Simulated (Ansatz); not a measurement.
Defect: As-vacancy pair (As on one host Si site, one Si site vacant) in silicon, charge state +1. The step: direct exchange of As with the vacancy (As-vacancy distance between ideal sites 2.37 Å throughout); the atom moves 1.89 Å along (0.20, 0.20, 0.20) of the unit cell; the moving atom starts with neighbours 3 Si at 2.44 Å and ends with 3 Si at 2.44 Å. A PBE band in Ansatz (plane-wave PAW, one k-point at (0.250, 0.250, 0.250), 216 host sites, 54 SCF runs with any check of the saddle's order, static, no finite-size correction) gives a forward barrier of 0.76 eV. The program found a first-order saddle point. The charge state is imposed; whether it is stable for some Fermi level was not computed. Forms of the defect that were not tried may lie lower.

Single points at the band's start and saddle point can refine it. Rough cost of one point, in units of the band's mean SCF on the same machine:

```
Level                                                   Cost of one point
------------------------------------------------------  -----------------
PBE, a 2×2×2 k-point mesh shifted by half a step                  about 4
r2SCAN at 500 eV, one k-point at (0.250, 0.250, 0.250)            about 2
```

Which of these move the barrier by more than 0.1 eV, and how far does each move it?

PBE, a 2×2×2 k-point mesh shifted by half a step: +0.08 eV; r2SCAN at 500 eV, one k-point at (0.250, 0.250, 0.250): +0.36 eV. Each functional is compared with PBE at the same k-points.

Ansatz is a quantum-chemistry and plane-wave program.
